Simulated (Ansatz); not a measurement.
System: cubic perovskite SrVO3. Method: LDA (plane waves, PAW; Ansatz, a first-principles code).

Settings: plane-wave cutoff 520 eV, 14×14×14 k mesh, Fermi–Dirac smearing 0.05 eV, no spin polarisation, scalar-relativistic PAW data made under PBE.

Pressure at four volumes; x = ln(V/10.742 Å³). One pressure is withheld.

```tsv
V (Å³/atom)	x	P (GPa)
10.097	-0.0619	15.47
10.742	0.0000	0.00
11.171	0.0392	-7.84
11.386	0.0582	?
```

Q: Pass a parabola P(x) through the three rows shown, estimate the bulk modulus and its pressure derivative near zero pressure, and predict the withheld pressure.

A: Slopes between the rows: (0.00 − (15.47))/(0.0000 − (-0.0619)) = -249.92 and (-7.84 − (0.00))/(0.0392 − (0.0000)) = -200.00 GPa. Their difference over the span 0.1011 is c = 49.92/0.1011 = 493.8 GPa, so P(x) = 15.47 + (-249.92)(x − (-0.0619)) + 493.8 (x − (-0.0619))(x − (0.0000)). At the middle row B = −dP/dx = −[-249.92 + 493.8 × 0.0619] = 219.4 GPa, and B′ = dB/dP = 2c/B = 4.5. At x = 0.0582 the parabola gives -11.09 GPa; the run gives -11.17 GPa. The Birch–Murnaghan fit to the energies at all volumes has B0 = 218 GPa and B′ = 4.4.

Note: the relaxation could not lower the start's symmetry, so the cell can be a saddle point above a distorted one.
